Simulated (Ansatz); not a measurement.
We consider CsCl-type NiAl, described by r²SCAN in Ansatz (PAW).

Settings: plane-wave cutoff 600 eV, 16×16×16 k mesh, Fermi–Dirac smearing 0.1 eV, finite displacements, force constants from a 4×4×4 q mesh, no spin polarisation, scalar-relativistic PAW data made under PBE.

Computed at the level's own relaxed cell. Harmonic vibrational thermodynamics at fixed volume:

```
T (K)  S_vib (J/K per mol of atoms)  C_V (J/K per mol of atoms)  F_vib (eV/atom)
-----  ----------------------------  --------------------------  ---------------
100                            6.04                       11.11           0.0425
200                           16.76                       19.31           0.0305
400                           31.76                       23.28          -0.0211
600                           41.41                       24.18          -0.0976
700                           45.15                       24.38          -0.1425
900                           51.31                       24.60          -0.2427
1000                          53.90                       24.66          -0.2972
```

The crystal is taken as a harmonic solid at every temperature: melting, phase changes and thermal expansion are not seen, nor the electrons' share in a metal.

Ansatz is a first-principles code.
